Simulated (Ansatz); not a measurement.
Seebeck coefficient (μV/K, mean over directions) of p-type GaP (F-43m) against carrier density, r2SCAN with spin-orbit coupling, rigid bands run with Ansatz (an electronic-structure program). Computed gap 1.81 eV; densities at which minority carriers matter at this gap, or further valleys turn the trend, are left out. Conductivity mass 0.48 mₑ (harmonic mean over directions), N_v = 2.2e19 cm⁻³ at 300 K.

```csv
hole density,300 K,500 K
1e16 cm⁻³,…,990
1e17 cm⁻³,709,792
1e18 cm⁻³,511,…
3e18 cm⁻³,418,499
1e19 cm⁻³,318,397
3e19 cm⁻³,…,305
1e20 cm⁻³,151,211
3e20 cm⁻³,89,134
1e21 cm⁻³,42,68
```

Q: Complete the blanks.

A: 
- 1e16 cm⁻³, 300 K: 907
- 1e18 cm⁻³, 500 K: 593
- 3e19 cm⁻³, 300 K: 233

Rigid bands with a gap fixed in temperature, one relaxation time for all states, no polarons or phonon drag, and whether or not such doping can be reached. Geometry: cell and atoms relaxed with PBEsol.
